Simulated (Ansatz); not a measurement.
Electronic density of states of amorphous Si24O47F2, density 2.09 g/cm³, on a 2×2×2 Γ-centred mesh with a Gaussian width of 0.1 eV; energies count from the Fermi level, whose place inside the gap is arbitrary. Cell and mesh are small, so fine structure isn't converged. Level of theory: PBE, scalar-relativistic without spin-orbit coupling (plane waves to 420 eV, PAW; Ansatz, an electronic-structure program). Sampling: a 2×2×2 Γ-centred mesh; Fermi-Dirac width 0.02 eV; no spin polarisation. At PBE the levels at the filled edge of the gap are localised (band-tail or defect states).

A CHGNet melt-quench gave the starting glass, which DFT then relaxed. O and F atoms were pushed apart under 1.9 Å during the dynamics, to hinder bonds among them. The hot cell started wider than the set density and was brought back towards it in steps. It is the lowest in DFT energy of 2 quenches. It is a model cell: composition and starting density were chosen by hand, and all elements were melted together. No dispersion term was used. Its density started from a set value of 2.19 and ended at 2.09 g/cm³. Cooling (nominally 88 K/ps over its main leg) ran many orders faster than in experiment, which tends to leave more defects and strain. Values belong to this one cell and scatter from quench to quench. The volume was free in the relaxation, at fixed shape. Stress components on the final sampling reach 2.6 GPa.

(E - EF (eV), states/(eV atom)): (-12.00, 0.00); (-11.90, 0.00); (-11.80, 0.01); (-11.70, 0.04); (-11.60, 0.11); (-11.50, 0.17); (-11.40, 0.16); (-11.30, 0.15); (-11.20, 0.18); (-11.10, 0.13); (-11.00, 0.15); (-10.90, 0.17); (-10.80, 0.19); (-10.70, 0.23); (-10.60, 0.20); (-10.50, 0.18); (-10.40, 0.20); (-10.30, 0.20); (-10.20, 0.19); (-10.10, 0.19); (-10.00, 0.18); (-9.90, 0.15); (-9.80, 0.19); (-9.70, 0.21); (-9.60, 0.17); (-9.50, 0.17); (-9.40, 0.22); (-9.30, 0.23); (-9.20, 0.19); (-9.10, 0.16); (-9.00, 0.16); (-8.90, 0.17); (-8.80, 0.17); (-8.70, 0.19); (-8.60, 0.21); (-8.50, 0.22); (-8.40, 0.25); (-8.30, 0.31); (-8.20, 0.35); (-8.10, 0.50); (-8.00, 0.62); (-7.90, 0.62); (-7.80, 0.60); (-7.70, 0.62); (-7.60, 0.65); (-7.50, 0.53); (-7.40, 0.45); (-7.30, 0.49); (-7.20, 0.55); (-7.10, 0.38); (-7.00, 0.14); (-6.90, 0.10); (-6.80, 0.14); (-6.70, 0.10); (-6.60, 0.33); (-6.50, 0.51); (-6.40, 0.34); (-6.30, 0.12); (-6.20, 0.12); (-6.10, 0.33); (-6.00, 0.52); (-5.90, 0.56); (-5.80, 0.54); (-5.70, 0.40); (-5.60, 0.40); (-5.50, 0.54); (-5.40, 0.57); (-5.30, 0.56); (-5.20, 0.58); (-5.10, 0.66); (-5.00, 0.74); (-4.90, 0.76); (-4.80, 0.78); (-4.70, 0.86); (-4.60, 0.91); (-4.50, 0.94); (-4.40, 0.98); (-4.30, 0.96); (-4.20, 0.92); (-4.10, 0.85); (-4.00, 0.80); (-3.90, 0.82); (-3.80, 0.83); (-3.70, 0.82); (-3.60, 0.75); (-3.50, 0.69); (-3.40, 0.79); (-3.30, 0.82); (-3.20, 0.86); (-3.10, 0.88); (-3.00, 0.91); (-2.90, 0.92); (-2.80, 0.78); (-2.70, 0.46); (-2.60, 0.15); (-2.50, 0.02); (-2.40, 0.00); (-2.30, 0.00); (-2.20, 0.00); (-2.10, 0.00); (-2.00, 0.00); (-1.90, 0.00); (-1.80, 0.00); (-1.70, 0.00); (-1.60, 0.00); (-1.50, 0.00); (-1.40, 0.00); (-1.30, 0.00); (-1.20, 0.00); (-1.10, 0.00); (-1.00, 0.00); (-0.90, 0.00); (-0.80, 0.00); (-0.70, 0.00); (-0.60, 0.00); (-0.50, 0.00); (-0.40, 0.00); (-0.30, 0.00); (-0.20, 0.00); (-0.10, 0.00); (0.00, 0.00); (0.10, 0.00); (0.20, 0.00); (0.30, 0.00); (0.40, 0.00); (0.50, 0.00); (0.60, 0.00); (0.70, 0.00); (0.80, 0.00); (0.90, 0.00); (1.00, 0.00); (1.10, 0.00); (1.20, 0.00); (1.30, 0.00); (1.40, 0.00); (1.50, 0.00); (1.60, 0.00); (1.70, 0.00); (1.80, 0.00); (1.90, 0.00); (2.00, 0.00); (2.10, 0.00); (2.20, 0.00); (2.30, 0.00); (2.40, 0.00); (2.50, 0.01); (2.60, 0.02); (2.70, 0.01); (2.80, 0.01); (2.90, 0.03); (3.00, 0.03); (3.10, 0.04); (3.20, 0.04); (3.30, 0.08); (3.40, 0.08); (3.50, 0.03); (3.60, 0.04); (3.70, 0.07); (3.80, 0.10); (3.90, 0.13); (4.00, 0.10); (4.10, 0.07); (4.20, 0.06); (4.30, 0.08); (4.40, 0.12); (4.50, 0.09); (4.60, 0.08); (4.70, 0.13); (4.80, 0.18); (4.90, 0.19); (5.00, 0.18); (5.10, 0.15); (5.20, 0.17); (5.30, 0.21); (5.40, 0.26); (5.50, 0.28); (5.60, 0.27); (5.70, 0.29); (5.80, 0.32); (5.90, 0.39); (6.00, 0.47); (6.10, 0.49); (6.20, 0.50); (6.30, 0.57); (6.40, 0.56); (6.50, 0.58)

The level gap on this mesh is 5.27 eV; the broadening fills part of it in the curve.
